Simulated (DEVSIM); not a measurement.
Structure: Schottky contact on n-type GaN, at 300 K.

Layer 1 from the left is GaN, thickness (μm) 4.20, Nd (cm⁻³) 2.9e17, τn (s) 4.9e-9, τp (s) 4.9e-9. Layer 2 from the left is GaN, thickness (μm) 7.50, Nd (cm⁻³) 6.7e17, τn (s) 4.9e-9, τp (s) 1.5e-9.

Left contact: Schottky, work function 5.08 eV, emission velocity 1.7e6 cm/s. Right contact: ohmic. Voltage is applied to the left contact. Recombination: SRH at mid-gap, Auger. Mobility is constant in doping.

Constants are typed, rounded textbook-type inputs, not results; the design itself was drawn at random and stands for no fabricated device. Values at 300 K.

GaN: gap (eV) 3.43, affinity (eV) 4.1, permittivity 9.5, Nc (cm⁻³) 2.3e18, Nv (cm⁻³) 4.6e19, μn (cm²/Vs) 1200, μp (cm²/Vs) 100, Cn (cm⁶/s) 1e-30, Cp (cm⁶/s) 1e-30.

Simulated with DEVSIM: 1D drift-diffusion, Boltzmann statistics, complete ionisation; no tunnelling, impact ionisation, image-force lowering or self-heating. Metal contacts follow the ideal Schottky-Mott rule: no Fermi-level pinning, no interface dipoles.

### Question
What does the simulation give for the dark forward voltage at 100 A/cm², the dark forward voltage at 1 A/cm², the potential step across the device at zero bias?

### Answer
dark forward voltage at 100 A/cm² 0.756 V; dark forward voltage at 1 A/cm² 0.635 V; potential step across the device at zero bias 0.948 V.
